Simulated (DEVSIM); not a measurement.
System: Ni/HfO2/n-In0.53Ga0.47As capacitor, at 300 K.

```tsv
layer (left to right)	material	thickness (nm)	Nd (cm⁻³)
1	HfO2	29.0	-
2	In0.53Ga0.47As	2300	6.2e16
```

Metal gate on the left, work function 5.1 eV. Fixed charge at the semiconductor interface -8.3e11 cm⁻² (in units of +e); interface traps 1.3e11 cm⁻² eV⁻¹, uniform in energy, neutral level at 0.3 of the gap above the valence band.

Constants are typed, rounded textbook-type inputs, not results; the design itself was drawn at random and stands for no fabricated device. Values at 300 K; Nc and Nv go as T^1.5, mobilities as T to minus their exponent, the gap by Varshni's rule with the affinity fixed.

| parameter | HfO2 | In0.53Ga0.47As |
|---|---|---|
| gap (eV) | 5.7 | 0.74 |
| affinity (eV) | 2.5 | 4.51 |
| permittivity | 22 | 13.9 |
| Nc (cm⁻³) | - | 2.1e17 |
| Nv (cm⁻³) | - | 7.7e18 |
| Varshni α (eV/K) | - | 0.00035 |
| Varshni β (K) | - | 190 |

DEVSIM, 1D Poisson equation in equilibrium, Boltzmann statistics, complete ionisation; no quantum confinement or tunnelling. Metal contacts follow the ideal Schottky-Mott rule: no Fermi-level pinning, no interface dipoles.

The temperature was swept, all else fixed.

| temperature (K) | minimum of the low-frequency capacitance (μF/cm²) | threshold voltage (band bending 2φF) (V) | flat-band voltage (V) |
|---|---|---|---|
| 250 | 0.111 | -0.06 | 0.78 |
| 300 | 0.115 | -0.01 | 0.77 |
| 350 | 0.123 | 0.04 | 0.76 |
| 400 | (withheld) | (withheld) | 0.75 |
| 450 | 0.143 | 0.16 | 0.73 |
| 500 | 0.161 | 0.21 | 0.71 |

Complete the blanks.


- 400, minimum of the low-frequency capacitance (μF/cm²): 0.132
- 400, threshold voltage (band bending 2φF) (V): 0.10
